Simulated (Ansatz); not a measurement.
Ta on the Zr site (Ta_Zr) in rock-salt ZrN

Computed with PBE, PAW (plane waves to 420 eV; Ansatz, an electronic-structure program). Details: 64-site cell; 4×4×4 shifted k-points; start: the Zr site; no spin–orbit coupling; finite-size errors of tenths of an eV; the relaxation kept the symmetry of the starting site.

Neighbours after relaxation, in Å: of the Ta atom: N 2.26, N 2.26, N 2.26, N 2.26, N 2.26, N 2.26.

Formation energies E_f are those of the neutral cell. Chemical conditions: N-rich (Δμ(Zr) = -3.46 eV, Δμ(Ta) = -2.77 eV, bounded by Ta3N5 (Cmcm); only phases computed here count, gases as isolated molecules at 0 K). Reference phases: Ta: bcc Ta, Zr: hcp Zr.

```
charge         moment (μB)  point group  largest move off a lattice site (Å)  E_f, N-rich (eV)
------  ------------------  -----------  -----------------------------------  ----------------
0       not spin-polarised           Oh                                 0.04              1.08
```

Point groups are those of the whole cell at tolerances of 0.03 and 0.1 Å ("near" where only the looser one holds); none is given for unsettled states.

All states together cost around 4 core-minutes (rough).
